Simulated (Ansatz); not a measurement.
Results of r²SCAN in Ansatz (plane waves, PAW) for GaN (model structure, started from the alpha GeTe type, Fm-3m, No. 225, 2 atoms in the cell; like a known high-pressure phase).

Run with plane-wave cutoff 500 eV, 16×16×16 k mesh, Fermi–Dirac smearing 0.05 eV, scalar-relativistic PAW data made under PBE.

Cell (relaxed at this level):

```cif
data_Ga4N4
_chemical_formula_sum 'Ga4 N4'
_space_group_name_H-M_alt 'Fm-3m'
_space_group_IT_number 225
_space_group_name_Hall '-F 4 2 3'
_cell_length_a 4.21694
_cell_length_b 4.21694
_cell_length_c 4.21694
_cell_angle_alpha 90.000
_cell_angle_beta 90.000
_cell_angle_gamma 90.000
loop_
_atom_site_label
_atom_site_type_symbol
_atom_site_symmetry_multiplicity
_atom_site_Wyckoff_symbol
_atom_site_fract_x
_atom_site_fract_y
_atom_site_fract_z
_atom_site_occupancy
Ga1 Ga 4 a 0.00000 0.00000 0.00000 1
N1 N 4 b 0.50000 0.50000 0.50000 1
```
(The calculation used a cell of 2 atoms; values per cell refer to that cell.)

Question: Give the computed band gap.

Answer: 
band gap: 1.17 eV (on the SCF k mesh)

Spin–orbit coupling is not included.

Static lattice: no zero-point or thermal effects.

It cost roughly 4 core-minutes of CPU time.

A model structure was made by putting elements into a prototype or built by hand; it is no filed structure, need not be a known phase, and can be a saddle point held by its symmetry.

Ansatz is a program for electronic structure.
